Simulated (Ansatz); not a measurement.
The parent structure is AlN in the zinc blende structure (space group F-43m, No. 216; a = 4.378 Å). Axes: x, y, z lie along the cube axes.

The values are results of Ansatz (a quantum-chemistry and plane-wave program), PBEsol, PAW, cutoff 420 eV, no SOC, not measurements.

Base values:

The shortest interatomic distance is 1.896 Å, the electron mass comes out as 0.52 mₑ along k, 0.32 mₑ across (at X) and the pressure is 0.00 GPa.

It is then changed as follows: strain tensor (xx, yy, zz, yz, xz, xy) = (+1.62, +1.75, −0.43, −0.65, −0.56, −0.38) %, atoms relaxed at fixed cell.

Task: What happens to the shortest interatomic distance?

Result: The shortest interatomic distance grows by 0.009 Å to 1.905 Å.

Task: What happens to the electron mass?

Result: The electron mass changes from 0.52 mₑ along k, 0.32 mₑ across (at X) to 0.51 mₑ along k, 0.33 mₑ across (at X).

Task: Estimate the effect on the pressure.

Result: The pressure (mean of the normal stresses, compression positive) goes from zero to -5.52 GPa.

The levels and masses belong to the bands next to the band gap. Masses are band curvatures over ±0.01 Å⁻¹ around the edge. Along k means along the line from Γ to the band edge. Whether these cells are dynamically stable was not tested. This is not the structure that AlN has at room temperature and ambient pressure.
